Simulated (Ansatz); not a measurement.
Start from B (space group I4_132, No. 214; a = 4.633 Å; a hypothetical phase, not in the database extracts checked). Axes: x, y, z lie along the cube axes.

Levels (all Ansatz, a first-principles code, PAW): PBEsol (420 eV, no spin-orbit coupling); r2SCAN (500 eV, no spin-orbit coupling).

Its gap is 1.41 eV with PBEsol and 1.76 eV with r2SCAN.

The change: a pure shear with ε_xz = ε_zx = -0.0099; the atoms relax in the strained cell.

With PBEsol the gap becomes 1.36 eV.

Task: If the r2SCAN correction stayed the same, what would the r2SCAN gap be, and what does the r2SCAN run give?

Result: A rigid correction of +0.35 eV gives 1.71 eV. The r2SCAN run gives 1.72 eV, so the two effects roughly add.

Single points use the geometry relaxed with PBEsol. No phonon test of stability was made.
